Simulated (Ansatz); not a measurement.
**Several settings converged on MoPt₂ (Imm2, 3 atoms in the cell)**

```xyz
3
Lattice="-1.3856 1.9920 4.1773 1.3856 -1.9920 4.1773 1.3856 1.9920 -4.1773" Properties=species:S:1:pos:R:3 pbc="T T T"
Mo     0.0000     0.0000     0.0500
Pt     0.0000     0.0000     5.5419
Pt     0.0000     0.0000     2.8126
```

Base method: PBEsol, default PAW files made with PBE (plane waves; Ansatz, a program for electronic structure).

Base settings: basis.ecutwfc = 420 eV; kpoints.mp_grid.grid = 8 8 8; hamiltonian.xc = pbesol; hamiltonian.pseudopotentials = {kind: paw} (the program's default PAW files); scf.occupations.method = gaussian; scf.occupations.width = 0.1 eV.

The count of work is k-points × plane waves × bands × iterations; it is no time. Core times come from one kind of shared machine, to one figure; runs under 30 s give none.

**The cutoff for other potential files**

Level: DFT, PBEsol, plane waves, harder PAW files (source: ansatz) made with PBE.

In this ladder: hamiltonian.pseudopotentials = {kind: paw, source: ansatz}.

The second cell is the first with its lattice scaled by 0.98.

The mesh stays at the base's, so the ladder's end is converged at best in this setting alone.

The first pressure column holds Ansatz's estimate of the finite-basis (Pulay) stress, which hides part of the cutoff error; the other is without it.

Only quantities that move along the ladder and can be compared are tabulated.

```tsv
basis.ecutwfc	free energy less the last step's (meV/atom)	energy of the compressed cell less the first (meV/atom)	pressure (GPa)	pressure without the Pulay estimate (GPa)	largest difference of a force vector from the last step's (eV/Å)	count of work / last
255 eV	9227.25	-24.17	-19.68	-417.15	0.594	0.12
315 eV	2090.99	-44.11	-13.31	-134.89	0.209	0.14
400 eV	159.44	-1.63	-9.09	-23.74	0.022	0.21
485 eV	7.23	-2.82	-9.15	-10.08	0.001	0.27
570 eV	1.14	-2.77	-9.13	-9.14	0.000	0.35
685 eV	0.88	-2.78	-9.13	-9.14	0.000	0.47
855 eV	0.48	-2.79	-9.13	-9.14	0.000	0.65
1140 eV	0.00	-2.79	-9.13	-9.14	0.000	1.0
```

Coarsest basis.ecutwfc that holds the pressure without the Pulay estimate within 0.2 GPa of the last step, with all finer ones: 570 eV, at 0.35 of the last step's count of work; the step before is off by 0.95 GPa.

Coarsest basis.ecutwfc that holds the forces within 0.01 eV/Å of the last step, with all finer ones: 485 eV, at 0.27 of the last step's count of work; the step before is off by 0.022 eV/Å.

Coarsest basis.ecutwfc that holds the free energy within 2 meV/atom of the last step, with all finer ones: 570 eV, at 0.35 of the last step's count of work; the step before is off by 7.2 meV/atom.

The energy difference between the two cells stays within 1 meV/atom of the last step's from 485 eV on, the total only from 685 eV on: much of the error is common to both cells and cancels.

At the lowest cutoff the pressure without the Pulay estimate lies 408 GPa under the last step's, the usual sign of Pulay stress in an incomplete plane-wave basis.

**The relaxed cell against the cutoff**

On MoPt2 (Immm, 3 atoms in the cell): atoms on their sites.

In this ladder: relax = cell and atoms.

The mesh stays at the base's, so the ladder's end is converged at best in this setting alone.

Only quantities that move along the ladder and can be compared are tabulated.

| basis.ecutwfc | relaxed volume (Å³/atom) | relaxation steps | core time / last (rough) |
|---|---|---|---|
| 210 eV | 16.541 | 95 | 2 |
| 250 eV | 15.121 | 25 | 0.9 |
| 295 eV | 14.850 | 14 | 0.6 |
| 355 eV | 14.869 | 8 | 0.4 |
| 420 eV | 14.869 | 6 | 0.5 |
| 505 eV | 14.869 | 6 | 0.4 |
| 630 eV | 14.869 | 6 | 0.7 |
| 840 eV | 14.869 | 6 | 1 |

Coarsest basis.ecutwfc that holds the relaxed volume within 0.015 Å³/atom of the last step, with all finer ones: 355 eV, at about 0.4 of the last step's time; the step before is off by 0.019 Å³/atom.

At the lowest cutoff the cell relaxes to a volume 11 % larger than at the highest. Ansatz relaxes on a stress corrected for the finite basis.

On the base run: the starting cell comes from a database of computed structures (which also holds hypothetical and non-ambient phases and stackings), without a prior relaxation at this level. Its lattice was rescaled by up to half a per cent. One atom was moved a little off its site on purpose. Spin polarisation is off.

Keys are those of Ansatz 0.2.
